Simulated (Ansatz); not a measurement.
**Effective masses and thermopower of CdS under load (space group P6_3mc)**

Data:

```
CdS
1.0
    4.05874     0.00000     0.00000
   -2.02937     3.51497     0.00000
    0.00000     0.00000     6.60919
Cd S
2 2
Direct
  0.33333   0.66667   0.99938
  0.66667   0.33333   0.49938
  0.33333   0.66667   0.37562
  0.66667   0.33333   0.87562
```

Method: PBE with spin-orbit coupling, rigid bands (plane waves, PAW; Ansatz, a first-principles code). Condition of this run: hydrostatic pressure of 3.2 GPa (compression positive) (the target of the relaxation). How the cell was made: cell and atoms relaxed with PBEsol, then loaded as said.

```json
{
  "band_gap": "1.33 eV",
  "electron conductivity mass (300 K, dilute)": "0.157 (x), 0.157 (y), 0.145 (z) mₑ",
  "hole conductivity mass (300 K, dilute)": "1.09 (x), 1.09 (y), 1.47 (z) mₑ",
  "effective density of states N_c (300 K)": "1.5e18 cm⁻³",
  "effective density of states N_v (300 K)": "4.3e19 cm⁻³",
  "density_of_states_mass_electrons": "0.150 mₑ",
  "density_of_states_mass_holes": "1.43 mₑ",
  "Seebeck coefficient, n-type 1e19 cm⁻³, 300 K": "-91 μV/K",
  "best n-type power factor at 300 K for τ = 10 fs (best axis; densities from 1e16 to 1e21 cm⁻³ tried, whether or not they can be reached)": "1.54 μW/(cm·K²) at 3e18 cm⁻³",
  "Seebeck coefficient, p-type 1e19 cm⁻³, 300 K": "373 μV/K",
  "best p-type power factor at 300 K for τ = 10 fs (best axis; densities from 1e16 to 1e21 cm⁻³ tried, whether or not they can be reached)": "10.8 μW/(cm·K²) at 3e20 cm⁻³"
}
```

Rigid bands; masses and Seebeck coefficients take one relaxation time τ for all states and one kind of carrier; polarons and phonon drag are left out. Geometry: cell and atoms relaxed with PBEsol.
